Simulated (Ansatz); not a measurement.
**Cs2NaInH6, pressure series**

Base system: Cs2NaInH6 (space group Fm-3m, No. 225; a = 8.728 Å; a cell from a computed database, its experimental status unchecked).

Cell and atoms are relaxed at each pressure.

All numbers come from PBEsol/PAW in Ansatz (a quantum-chemistry and plane-wave program), scalar-relativistic without spin-orbit coupling.

```json
[
 {"pressure (GPa)": "-2", "volume per atom (Å³/atom)": "18.436"},
 {"pressure (GPa)": "-1", "volume per atom (Å³/atom)": "17.389"},
 {"pressure (GPa)": "0", "volume per atom (Å³/atom)": "16.620"},
 {"pressure (GPa)": "0.7", "volume per atom (Å³/atom)": "16.188"},
 {"pressure (GPa)": "1.5", "volume per atom (Å³/atom)": "15.757"},
 {"pressure (GPa)": "3", "volume per atom (Å³/atom)": "?"},
 {"pressure (GPa)": "5", "volume per atom (Å³/atom)": "14.346"},
 {"pressure (GPa)": "7.5", "volume per atom (Å³/atom)": "13.641"},
 {"pressure (GPa)": "10", "volume per atom (Å³/atom)": "13.074"}
]
```

**Question.** Fit the third-order Birch–Murnaghan form P(V) = (3B₀/2)[(V₀/V)^(7/3) − (V₀/V)^(5/3)]·[1 + (3/4)(B₀′ − 4)((V₀/V)^(2/3) − 1)] (squares taken in P) to the rows shown and predict the withheld row.

**Answer.** Least squares on the printed values gives V₀ = 16.631 Å³/atom, B₀ = 24.4 GPa, B₀′ = 4.4; this predicts 15.066 Å³/atom, and the run gives 15.065 Å³/atom, in agreement.

Load acts through the strain it causes; cell and atoms are relaxed under it. Whether these cells are dynamically stable was not tested. No other phases were tried under pressure.
